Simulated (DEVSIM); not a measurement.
Structure: Cr/Al2O3/SiO2/p-Si capacitor, at 400 K.

```
layer (left to right)  material  thickness (nm)  Na (cm⁻³)
---------------------  --------  --------------  ---------
1                         Al2O3            28.0          -
2                          SiO2            1.00          -
3                            Si            5000     1.3e16
```

Metal gate on the left, work function 4.5 eV. Fixed charge at the semiconductor interface 1.2e10 cm⁻² (in units of +e); no interface traps.

The device is made up for the run: typed textbook-type constants, with dimensions and the other settings drawn at random. Values at 300 K; Nc and Nv go as T^1.5, mobilities as T to minus their exponent, the gap by Varshni's rule with the affinity fixed.

| parameter | Al2O3 | SiO2 | Si |
|---|---|---|---|
| gap (eV) | 6.8 | 9 | 1.124 |
| affinity (eV) | 1.35 | 0.9 | 4.05 |
| permittivity | 9 | 3.9 | 11.7 |
| Nc (cm⁻³) | - | - | 2.86e19 |
| Nv (cm⁻³) | - | - | 3.1e19 |
| Varshni α (eV/K) | - | - | 0.000473 |
| Varshni β (K) | - | - | 636 |

DEVSIM, 1D Poisson equation in equilibrium, Boltzmann statistics, complete ionisation; no quantum confinement or tunnelling. Metal contacts follow the ideal Schottky-Mott rule: no Fermi-level pinning, no interface dipoles.

The Al2O3 thickness was swept, all else fixed.

```tsv
Al2O3 thickness (μm)	threshold voltage (band bending 2φF) (V)	capacitance of the dielectric stack (μF/cm²)	minimum of the low-frequency capacitance (μF/cm²)
0.011	0.25	0.599	0.0507
0.015	0.27	0.460	0.0501
0.02	0.30	0.357	0.0479
0.024	0.32	0.303	0.0464
0.028	0.34	0.263	0.0454
0.034	0.38	0.219	0.0444
```

From the first row to the last the threshold voltage (band bending 2φF) goes from 0.25 to 0.38. From the first row to the last the capacitance of the dielectric stack goes from 0.599 to 0.219.
